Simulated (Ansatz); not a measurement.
**What biaxial strain −2.08 %, plane normal [111], relaxed out of plane does to InSb**

Take InSb in the zinc blende structure (space group F-43m, No. 216; a = 6.5189 Å) as the base. Axes: x, y, z lie along the cube axes.

The change: biaxial strain −2.08 %, plane normal [111], relaxed out of plane (Cartesian); in-plane vectors clamped, the third vector and the atoms free.

The values are results of PBEsol in Ansatz (plane waves to 420 eV, PAW, scalar-relativistic without spin-orbit coupling), not measurements. k-mesh 12×12×12 (Γ-centred); smearing 0.05 eV (Fermi–Dirac).

- Volume per atom: 33.64 Å³ (base 34.63 Å³)
- Space group: R3m (No. 160) (base F-43m (No. 216))
- Shortest interatomic distance: 2.791 Å (base 2.823 Å)
- Energy relative to the base (free energy F): +8.6 meV/atom
- Pressure (mean of the normal stresses, compression positive): 1.3 GPa (base 0.0 GPa)
- Band gap: zero (base zero)
- Out-of-plane strain: +1.32 % (rough)
- Mean in-plane stress (compression positive): +2.0 GPa (rough)

Final structure (turned so that z lies along the plane normal):

```
InSb
1.0
    4.51367     0.00000     0.00000
    2.25684     3.90895     0.00000
    2.25684    -1.30298     3.81340
In Sb
1 1
Cartesian
  0.00000   0.00000   0.02246
  4.51367   0.00000   2.83759
```

Without a gap, meshes like the base's 12×12×12 leave anisotropic stresses uncertain by several tenths of a GPa, and small strain energies with them. Spin-orbit coupling, missing from the scalar runs, can matter with Sb. No phonon test of stability was made. All final runs are without spin polarisation. The zero or small gap of InSb can change with the level of theory.

Ansatz is an electronic-structure program.
